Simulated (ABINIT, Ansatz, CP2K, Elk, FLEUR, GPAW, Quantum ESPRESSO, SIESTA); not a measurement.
## One structure in several programs: I (Cmce, 4 atoms in the cell)

Self-consistent single point.

```yaml
crystal:
  lattice:
    - [2.40290, -3.64700, 0.00000]
    - [2.40290, 3.64700, 0.00000]
    - [0.00000, 0.00000, 9.82231]
  atoms:
    - { symbol: I, position: [0.84600, 0.84600, 0.88300] }
    - { symbol: I, position: [0.65400, 0.65400, 0.38300] }
    - { symbol: I, position: [0.34600, 0.34600, 0.61700] }
    - { symbol: I, position: [0.15400, 0.15400, 0.11700] }
```

All programs got the same cell, k-point mesh and kind of occupations (in Ansatz's words: kpoints.mp_grid.grid = 4 4 2; scf.occupations.method = fermi_dirac; scf.occupations.width = 0.01 eV); potentials, basis and cutoffs are each program's usual ones.

```csv
code,model,pressure (GPa),largest force (eV/Å),gap on the mesh (eV),k-points,cutoff
GPAW,"PBE, GPAW PAW datasets PBE (gpaw-data 1.0.1)",1.01,0.508,1.155,14,550 eV
CP2K,"PBE, GPW, DZVP-MOLOPT-PBE-GTH basis, GTH-PBE potentials (POTENTIAL_UZH)",2.15,0.989,1.117,20,grid 400 Ry
Elk,"PBE, all-electron FP-LAPW, Elk's shipped species files, APW+lo basis with extra local orbitals",–,0.352,1.167,14,rgkmax 8
Quantum ESPRESSO,"PBE, GBRV 1.5 ultrasoft (PBE) pseudopotentials",0.84,0.413,1.163,14,40 Ry
FLEUR,"PBE, all-electron FLAPW (FLEUR), scalar-relativistic valence",–,–,1.162,14,Kmax 4.2 1/bohr
ABINIT,"PBE, norm-conserving pseudopotentials (PseudoDojo nc-sr-05 PBE standard)",0.69,0.362,1.142,14,35 Ha
Ansatz,"PBE, PAW files",0.80,0.399,1.163,14,420 eV
SIESTA,"GGA PBE, numerical atomic orbitals DZP, PseudoDojo PBE standard norm-conserving potentials (rewritten from UPF to PSML)",-0.90,0.979,1.060,23,grid 300 Ry
```

A dash marks a value that a program does not give, or that is left out as unsure.

Gaps are read on the mesh.

The spread over the programs that give each value: pressure within 3.05 GPa; largest force within 0.637 eV/Å; gap on the mesh within 0.107 eV.

The starting cell has typed, rounded lattice constants, without a prior relaxation at this level. Its lattice was rescaled by a random factor within 2.5 % of one. On Ansatz's run: Spin-orbit coupling is off.

Task: Why do the programs differ, and what cannot be compared?

Result: Differences of this kind can come from the potentials, where these differ, and from what each basis and cutoff leave unconverged. The valence holds different numbers of electrons (GPAW 28, CP2K 28, Quantum ESPRESSO 28, FLEUR 68, ABINIT 28, Ansatz (a quantum-chemistry and plane-wave program) 68, SIESTA 28). The zero of total energies and Fermi levels follows the potentials and each program's conventions, so they are not compared here. CP2K and SIESTA use small atom-centred bases, whose incompleteness enters pressures, forces and empty levels differently from a plane-wave cutoff. Elk and FLEUR treat all electrons, but the usual bases taken here (sphere radii, linearisation, local orbitals, empty states) were not tested for convergence, so the values are no reference for the others. Ansatz's pressure is given at a fixed set of plane waves, as the other plane-wave codes print theirs. The programs reduce the same mesh by symmetry to different extents, which changes the work and not the result. In the pressure, CP2K (by 1.32) and SIESTA (by 1.72) lie more than 1 GPa from the median of the plane-wave programs. In the force vectors, GPAW (by 0.104), CP2K (by 0.589) and SIESTA (by 0.577) lie more than 0.08 eV/Å from the median of the plane-wave programs.

Keys are those of Ansatz 0.2.
